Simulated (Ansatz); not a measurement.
Take TiO₂ in the rutile structure (space group P4_2/mnm, No. 136; a = 4.591 Å, c = 2.939 Å) as the base.

Perturbation: a hydrostatic pressure of 3 GPa.

Levels (all Ansatz, a program for electronic structure, PAW): PBEsol (420 eV, scalar-relativistic without spin-orbit coupling); r2SCAN (500 eV, no spin-orbit coupling); HSE06 (420 eV, no spin-orbit coupling).

One geometry, relaxed with PBEsol, under each level:

| level | band gap | lowest conduction level above the VBM at special points | pressure |
|---|---|---|---|
| PBEsol | 1.88 eV | Γ 1.88 eV; M 1.91 eV; R 1.92 eV; X 2.57 eV | 3.00 GPa |
| r2SCAN | 2.25 eV | Γ 2.25 eV; M 2.29 eV; R 2.31 eV; X 2.96 eV | 5.18 GPa |
| HSE06 | 3.42 eV | Γ 3.42 eV; M 3.44 eV; R 3.47 eV | – |

Single points use the geometry relaxed with PBEsol. Their cutoffs differ, which shifts pressures a little. Load acts through the strain it causes; cell and atoms are relaxed under it. Stability against distortions was not tested. All final runs are without spin polarisation.
